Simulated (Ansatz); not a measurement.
## Effect of pressure −1 GPa on Li

Start from Li in the bcc (W type) structure (space group Im-3m, No. 229; a = 3.435 Å).

Modification: hydrostatic tension (pressure −1 GPa).

Calculations: PBE (Ansatz, an electronic-structure program; PAW; 420 eV plane waves; no SOC). Γ-centred 19×19×19 mesh, Fermi–Dirac width 0.05 eV.

```json
[
 {"quantity": "volume per atom", "base": "20.27 Å³", "changed": "22.01 Å³", "shift": "+1.74 Å³"},
 {"quantity": "density", "base": "0.57 g/cm³", "changed": "0.52 g/cm³", "shift": "-0.045 g/cm³"},
 {"quantity": "shortest interatomic distance", "base": "297.5 pm", "changed": "305.8 pm", "shift": "+8.3 pm"},
 {"quantity": "enthalpy H = E + PV relative to the base's energy", "base": "–", "changed": "-0.13 eV/atom", "shift": "–"},
 {"quantity": "band gap", "base": "zero", "changed": "zero", "shift": "–"}
]
```

Final structure:

```
CELL_PARAMETERS angstrom
     -1.76540     1.76540     1.76540
      1.76540    -1.76540     1.76540
      1.76540     1.76540    -1.76540
ATOMIC_POSITIONS crystal
  Li 0.00000 0.00000 0.00000
```

Cost of the whole job for the changed cell (relaxation, final SCF and bands): roughly 10 core-seconds.

Load acts through the strain it causes; cell and atoms are relaxed under it. No phonon test of stability was made.
